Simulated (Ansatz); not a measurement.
LaN (P6₃mc, No. 186, 4 atoms in the cell; start mp-567290; a measured phase of this formula has another space group), treated with HSE06 (plane waves, PAW; Ansatz, a quantum-chemistry and plane-wave program).

Numerical settings: plane-wave cutoff 460 eV, 9×9×4 k mesh (along the axes of the cell as run), Fermi–Dirac smearing 0.01 eV, scalar-relativistic PAW data made under PBE.

Cell (relaxed with PBEsol):

```cif
data_La2N2
_chemical_formula_sum 'La2 N2'
_space_group_name_H-M_alt 'P63mc'
_space_group_IT_number 186
_space_group_name_Hall 'P 6c -2c'
_cell_length_a 4.11504
_cell_length_b 4.11504
_cell_length_c 5.81155
_cell_angle_alpha 90.000
_cell_angle_beta 90.000
_cell_angle_gamma 120.000
loop_
_atom_site_label
_atom_site_type_symbol
_atom_site_symmetry_multiplicity
_atom_site_Wyckoff_symbol
_atom_site_fract_x
_atom_site_fract_y
_atom_site_fract_z
_atom_site_occupancy
La1 La 2 b 0.66667 0.33333 0.49497 1
N1 N 2 b 0.33333 0.66667 0.41503 1
```

### Question
Estimate the band gap and direct gap at Γ that the calculation returns.

### Answer

band gap: 2.11 eV (on the SCF k mesh)
direct gap at Γ: 2.61 eV

Note: cell and atoms aren't relaxed at this level (pressure 2.0 GPa).

Spin–orbit coupling is not included.

A start named mp-… is a Materials Project structure, which need not be a measured phase.
